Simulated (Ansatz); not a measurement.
An Ansatz (an electronic-structure program) run: AlRu with a change (isotropic strain +0.50 %); Ansatz, PBEsol, PAW, cutoff 420 eV, scalar-relativistic without spin-orbit coupling.

Input:

Ansatz 0.2 input:
```yaml
crystal:
  lattice:
    - [2.9919175872, 0, 0]
    - [0, 2.9919175872, 0]
    - [0, 0, 2.9919175872]
  atoms:
    - { symbol: Al, position: [0.5, 0.5, 0.5] }
    - { symbol: Ru, position: [0, 0, 0] }
basis: { ecutwfc: 420, ecutrho_ratio: 4, xc_grid: 2, fft_grid_basis: typed }
kpoints: { mp_grid: { grid: [19, 19, 19] } }
hamiltonian:
  xc: pbesol
  dispersion: none
  pseudopotentials: { kind: paw }
scf: { occupations: { method: fermi_dirac, width: 0.1 }, convergence: { dr2_threshold: 0.0000000002 } }
relax: { f_tol: 0.005, max_steps: 50 }
output: { forces: true, stress: true }
checkpoint: { write: state.ck, write_every: 1000 }
```

Output (explanatory and most iteration lines left out):

```
Relaxation: its limit of steps is 50 (relax.max_steps)
Pseudopotential: Al, paw, valence charge 3
Pseudopotential: Ru, paw, valence charge 16
Crystal: 2 atoms, lattice volume = 26.782 Å³
Basis set: ecut = 420 eV, 485 PW (Γ), exchange–correlation on 40×40×40 points (8 copies of the dense FFT grid, shifted against one another)
Bands: 14, of which v1, the nominal top of the filled ones, is band 10 counted from 1 (9 counted from 0)
Symmetry: 48 space group operations
Space group: Pm-3m (ITA 221), of the structure as read, at distance tolerance 3.0e-5 Å
k-points: 220 of 6859
Functional: x = pbesol(κ = 0.804, μ = 0.12345679012345678), c = pbesol(β = 0.046)
SCF iter   1: F=—  HF=-6342.332779 eV  |F-HF|=—  |Δ(HF+E_count)|=         —  Δρ=8.89e-3  dr2=2.46e-2  ethr=1.77e-3  ⟨swp⟩=5.0  Hψ=16408  notcnv=0
SCF iter   2: F=—  HF=-6342.329247 eV  |F-HF|=—  |Δ(HF+E_count)|=   3.53e-3  Δρ=5.05e-3  dr2=8.91e-3  ethr=1.30e-4  ⟨swp⟩=1.2  Hψ=4879  notcnv=0
SCF 1 converged in 7 iterations: F = -6342.327201 eV  dr2 = 3.66e-13
relax step   1: F+E_penalty+E_count = -6342.32720082 eV  Δ(F+E_penalty+E_count) = +0.000e0 eV  max|allowed force component| = 7.889e-31 eV/Å  Δτ_max = 0.0000 Å  (7 SCF iters, accepted)
SCF converged after 7 iterations
Free energy (F): -6342.327201 eV
Internal energy: -6342.274647 eV  (E = F + TS)
E sigma→0 (E₀):  -6342.300924 eV
Entropy (-TS):   -0.052554 eV (-26.277 meV/atom)
Fermi energy:    16.002921 eV
--- Forces (eV/Å), atoms counted from 1 ---
  atom   1  Al    -0.00000000    -0.00000000     0.00000000
  atom   2  Ru    -0.00000000    -0.00000000    -0.00000000
--- Stress (GPa, compression-positive) ---
       -3.165364       0.000000       0.000000
        0.000000      -3.165364       0.000000
        0.000000       0.000000      -3.165364
  P = ⅓ Tr σ = -3.1654 GPa (-31.654 kbar)
--- Relaxed structure (1 steps of the walk, 1 accepted, 0 SCFs on fresh bases) ---
  atoms:
    - { symbol: Al, position: [0.49999999999999994, 0.49999999999999994, 0.49999999999999994] }
    - { symbol: Ru, position: [0.0, 0.0, 0.0] }
```

No phonon test of stability was made. All final runs are without spin polarisation. The cell was made from AlRu in the CsCl type structure (space group Pm-3m, No. 221) by this change: isotropic strain +0.50 %.
